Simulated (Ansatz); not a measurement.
## Equilibrium volume per atom of YGe (model structure, started from the NiAs type, P6₃/mmc, No. 194, 4 atoms in the cell) at several levels of theory

No measured value is used here.

| level (code) | value (Å³/atom) |
|---|---|
| PBE (Ansatz) | 25.96 |
| PBEsol (Ansatz) | 24.87 |
| PBE-D3(BJ) (Ansatz) | 25.03 |

Ansatz's density-functional and Hartree–Fock values are scalar-relativistic unless marked +SOC, with PAW data made under PBE.

A model structure was made by putting elements into a prototype or built by hand; it is no filed structure, need not be a known phase, and can be a saddle point held by its symmetry.

Ansatz is a program for electronic structure.
